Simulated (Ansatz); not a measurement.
**LiF, pressure series**

Start from LiF in the rock salt structure (space group Fm-3m, No. 225).

```
CELL_PARAMETERS angstrom
      0.00000     2.03393     2.03393
      2.03393     0.00000     2.03393
      2.03393     2.03393     0.00000
ATOMIC_POSITIONS crystal
  F  0.00000 0.00000 0.00000
  Li 0.50000 0.50000 0.50000
```

Cell and atoms are relaxed at each pressure.

Calculations: PBE in Ansatz (plane waves to 420 eV, PAW, no spin-orbit coupling).

Notes on the quantities. enthalpy: H = E + PV relative to the base's energy.

```csv
case,enthalpy,density,electron mass,band gap
base,–,2.56 g/cm³,0.86 mₑ (at Γ),8.83 eV
pressure −2 GPa,-0.11 eV/atom,2.48 g/cm³,0.85 mₑ (at Γ),8.56 eV
pressure −1 GPa,-0.05 eV/atom,2.52 g/cm³,0.86 mₑ (at Γ),8.70 eV
pressure 0.9 GPa,+0.05 eV/atom,2.59 g/cm³,0.87 mₑ (at Γ),8.94 eV
pressure 2.1 GPa,+0.11 eV/atom,2.64 g/cm³,0.88 mₑ (at Γ),9.08 eV
pressure 4.5 GPa,+0.23 eV/atom,2.72 g/cm³,0.90 mₑ (at Γ),9.35 eV
pressure 15 GPa,+0.72 eV/atom,3.00 g/cm³,0.98 mₑ (at Γ),10.35 eV
pressure 22.5 GPa,+1.05 eV/atom,3.17 g/cm³,1.0 mₑ (at Γ),10.93 eV
pressure 30 GPa,+1.36 eV/atom,(withheld),(withheld),(withheld)
```

Fill in the withheld entries from the trend.


- pressure 30 GPa, density: 3.32 g/cm³
- pressure 30 GPa, electron mass: 1.1 mₑ (at Γ)
- pressure 30 GPa, band gap: 11.46 eV

Load acts through the strain it causes; cell and atoms are relaxed under it. Effective masses come from finite differences of ±0.01 Å⁻¹. No phonon test of stability was made. No other phases were tried under pressure.

Ansatz is a first-principles code.
